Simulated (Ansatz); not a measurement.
Levels about the gap of amorphous Al$_{30}$O$_{48}$H$_{6}$ (84 atoms in a cell of 873 Å³, 3.01 g/cm³; zone centre alone, so wide bands show as single levels with stretches between that a denser mesh fills), at the geometry that PBE relaxed, where it gives 0.1 GPa on a denser mesh. The participation number counts the atoms over which a state spreads; weights are charges in smoothed Voronoi cells. The levels come from a single point, so bond lengths are those of that geometry. Method of the levels: PBE, scalar-relativistic without spin-orbit coupling (Ansatz, a quantum-chemistry and plane-wave program). Sampling: the zone centre alone; Fermi-Dirac width 0.02 eV; no spin polarisation. At PBE the levels at the filled edge of the gap are localised (band-tail or defect states), and the nearest spread-out levels lie 4.4 eV apart at the zone centre.

A CHGNet melt-quench gave the starting glass, which DFT then relaxed. O atoms were pushed apart under 1.9 Å during the dynamics, to hinder bonds among them. The hot cell started wider than the set density and was brought back towards it in steps. It is the lowest in DFT energy of 2 quenches. It is a model cell: composition and starting density were chosen by hand, and all elements were melted together. No dispersion term was used. A short ab initio anneal came between quench and relaxation. Its density started from a set value of 2.95 and ended at 3.01 g/cm³. The quench (nominally 180 K/ps over its main leg) was far faster than any real one, so the model tends to hold more defects than a real film. A cell of this size samples the disorder only roughly. Volume and shape were free in the relaxation.

```csv
"E - E(highest filled), eV",filling,participation number,largest on,weight O,weight Al,weight H
-0.53,filled,8.5,"O, 2 neighbours",0.93,0.05,0.02
-0.50,filled,9.2,"O, 2 neighbours",0.94,0.05,0.01
-0.44,filled,6.7,"O, 2 neighbours",0.90,0.04,0.06
-0.39,filled,12.1,"O, 3 neighbours",0.94,0.06,0.00
-0.27,filled,6.8,"O, 3 neighbours",0.95,0.04,0.00
-0.16,filled,4.5,"O, 4 neighbours",0.95,0.04,0.00
0.00,filled,4.1,"O, 4 neighbours",0.96,0.04,0.00
3.59,empty,73.2,"Al, 4 neighbours",0.55,0.37,0.08
5.64,empty,23.7,"Al, 4 neighbours",0.53,0.37,0.11
5.78,empty,39.9,"Al, 4 neighbours",0.56,0.36,0.08
5.91,empty,30.9,"Al, 4 neighbours",0.58,0.36,0.06
6.02,empty,49.4,"H, 1 neighbours",0.57,0.34,0.09
6.16,empty,50.4,"Al, 4 neighbours",0.57,0.31,0.11
6.28,empty,51.6,"O, 3 neighbours",0.61,0.36,0.03
```

Most localised among these is the filled level at +0.00 eV, on a O atom, which has 4 neighbours (Al 1.82 Å, Al 1.83 Å, Al 2.01 Å, Al 2.21 Å).
